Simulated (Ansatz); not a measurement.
Base system: TiB₂ (space group P6/mmm, No. 191; a = 3.0174 Å, c = 3.1851 Å). Axes: x lies along a and z along c of the hexagonal cell.

Method: PBEsol in Ansatz (plane waves to 420 eV, PAW, without spin-orbit coupling).

For the base:

```
Item        Value
--------  -------
Pressure  0.0 GPa
```

Now apply this change: a pure shear with ε_xz = ε_zx = 0.0057, atoms relaxed at fixed cell.

### Question
Predict the new energy relative to the base.

### Answer
The energy rises by 0.9 meV/atom.

### Question
What happens to the pressure?

### Answer
The pressure (mean of the normal stresses, compression positive) stays 0.0 GPa.

A case with no gap was solved on a k-mesh chosen for an insulator, which is coarse for it. Without a gap, meshes like the base's 13×13×10 leave anisotropic stresses uncertain by several tenths of a GPa, and small strain energies with them. The cells carry an imposed strain or load. Stability against distortions was not tested. The final runs are not spin-polarised.

Ansatz is a program for electronic structure.
